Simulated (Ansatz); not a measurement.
## Hypothetical diamond Be under a change: pressure 1.5 GPa

Take Be in the diamond structure (space group Fd-3m, No. 227; a = 4.874 Å; a hypothetical phase, not in the database extracts checked) as the base.

Now apply this change: cell and atoms relaxed at a pressure of 1.5 GPa.

The values are results of Ansatz (a program for electronic structure), PBEsol, PAW, cutoff 420 eV, no spin-orbit coupling, not measurements. Γ-centred 16×16×16 mesh, Fermi–Dirac width 0.05 eV.

```json
[
 {"quantity": "volume per atom", "base": "14.47 Å³", "changed": "14.03 Å³", "shift": "-0.447 Å³"},
 {"quantity": "density", "base": "1.03 g/cm³", "changed": "1.07 g/cm³", "shift": "+0.033 g/cm³"},
 {"quantity": "lattice parameter a", "base": "4.874 Å", "changed": "4.823 Å", "shift": "-0.051 Å"},
 {"quantity": "shortest interatomic distance", "base": "2.111 Å", "changed": "2.089 Å", "shift": "-0.022 Å"},
 {"quantity": "enthalpy H = E + PV relative to the base's energy", "base": "–", "changed": "+0.13 eV/atom", "shift": "–"},
 {"quantity": "band gap", "base": "zero", "changed": "zero", "shift": "–"}
]
```

Final structure:

```xyz
2
Lattice="0.0000 2.4117 2.4117 2.4117 0.0000 2.4117 2.4117 2.4117 0.0000" Properties=species:S:1:pos:R:3 pbc="T T T"
Be     3.6175     3.6175     3.6175
Be     2.4117     2.4117     2.4117
```

Load acts through the strain it causes; cell and atoms are relaxed under it. No phonon test of stability was made.
